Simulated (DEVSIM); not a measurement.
Structure: Au/SiO2/p-Si capacitor, at 250 K.

```csv
layer (left to right),material,thickness (nm),Na (cm⁻³)
1,SiO2,53.0,-
2,Si,3400,2.8e16
```

Metal gate on the left, work function 5.1 eV. Fixed charge at the semiconductor interface -2.9e10 cm⁻² (in units of +e); no interface traps.

Constants are typed, rounded textbook-type inputs, not results; the design itself was drawn at random and stands for no fabricated device. Values at 300 K; Nc and Nv go as T^1.5, mobilities as T to minus their exponent, the gap by Varshni's rule with the affinity fixed.

```csv
parameter,SiO2,Si
gap (eV),9,1.124
affinity (eV),0.9,4.05
permittivity,3.9,11.7
Nc (cm⁻³),-,2.86e19
Nv (cm⁻³),-,3.1e19
Varshni α (eV/K),-,0.000473
Varshni β (K),-,636
```

Model (solved in DEVSIM): 1D Poisson equation in equilibrium, Boltzmann statistics, complete ionisation; no quantum confinement or tunnelling. Metal contacts follow the ideal Schottky-Mott rule: no Fermi-level pinning, no interface dipoles.

Q: Tabulate band edges, carrier densities and field at -2.6 V on the gate.

A: Energies count from the Fermi level of the right contact; mesh points crowd at the junctions.

```
x (μm)    Ec (eV)  Ev (eV)  n (cm⁻³)  p (cm⁻³)  field (V/cm)
--------  -------  -------  --------  --------  ------------
0.000       6.800   -2.200     < 1e2     < 1e2       -480000
0.001698    6.718   -2.282     < 1e2     < 1e2       -480000
0.005771    6.522   -2.478     < 1e2     < 1e2       -480000
0.01609     6.026   -2.974     < 1e2     < 1e2       -480000
0.04018     4.866   -4.134     < 1e2     < 1e2       -480000
0.04836     4.472   -4.528     < 1e2     < 1e2       -480000
0.05177     4.308   -4.692     < 1e2     < 1e2       -480000
0.05377     1.088   -0.048     < 1e2    2.5e18       -130000
0.05665     1.062   -0.074     < 1e2    7.6e17        -65000
0.06386     1.032   -0.104     < 1e2    1.9e17        -27000
0.08185     1.006   -0.130     < 1e2    5.6e16         -7700
0.1569      0.991   -0.145     < 1e2    2.9e16          -210
0.3142      0.991   -0.145     < 1e2    2.8e16           ≈ 0
0.7066      0.991   -0.145     < 1e2    2.8e16           ≈ 0
2.112       0.991   -0.145     < 1e2    2.8e16           ≈ 0
2.934       0.991   -0.145     < 1e2    2.8e16           ≈ 0
3.246       0.991   -0.145     < 1e2    2.8e16           ≈ 0
3.371       0.991   -0.145     < 1e2    2.8e16           ≈ 0
3.429       0.991   -0.145     < 1e2    2.8e16           ≈ 0
3.444       0.991   -0.145     < 1e2    2.8e16           ≈ 0
3.450       0.991   -0.145     < 1e2    2.8e16           ≈ 0
3.453       0.991   -0.145     < 1e2    2.8e16           ≈ 0
```
